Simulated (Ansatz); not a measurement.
# Hypothetical CsCl type MoP, response to strain

The parent structure is MoP in the CsCl type structure (space group Pm-3m, No. 221; a = 3.0038 Å; a hypothetical phase, not in the database extracts checked; relaxed with 0.1 eV smearing). Axes: x, y, z lie along the cube axes.

Strains are applied to the cell and any free atomic positions relax; under biaxial strain the out-of-plane vector relaxes too.

All numbers come from PBE, PAW, 420 eV (Ansatz, a quantum-chemistry and plane-wave program; no spin-orbit coupling).

Notes on the quantities. energy relative to the base: free energy F.

```csv
variant,volume per atom,space group,energy relative to the base
base,13.55 Å³,Pm-3m (No. 221),0 meV/atom
"biaxial strain −2.17 %, plane normal [001], relaxed out of plane",13.14 Å³,P4/mmm (No. 123),+21 meV/atom
"biaxial strain +1.17 %, plane normal [001], relaxed out of plane",13.78 Å³,P4/mmm (No. 123),+5.6 meV/atom
"biaxial strain +4.15 %, plane normal [111], relaxed out of plane",14.29 Å³,R-3m (No. 166),+54 meV/atom
isotropic strain +1.48 %,14.16 Å³,Pm-3m (No. 221),+18 meV/atom
isotropic strain +3.14 %,14.87 Å³,Pm-3m (No. 221),+78 meV/atom
isotropic strain +4.58 %,15.50 Å³,Pm-3m (No. 221),+158 meV/atom
uniaxial strain ε_xx = −2.18 %,13.26 Å³,P4/mmm (No. 123),+9.3 meV/atom
uniaxial strain ε_xx = −0.57 %,13.47 Å³,P4/mmm (No. 123),+0.6 meV/atom
uniaxial strain ε_yy = −1.16 %,13.39 Å³,P4/mmm (No. 123),+2.6 meV/atom
```

Whether these cells are dynamically stable was not tested. The final runs are not spin-polarised. An odd electron count without spin: MoP. MoP has a high density of states at the Fermi level and may be magnetic at this level.
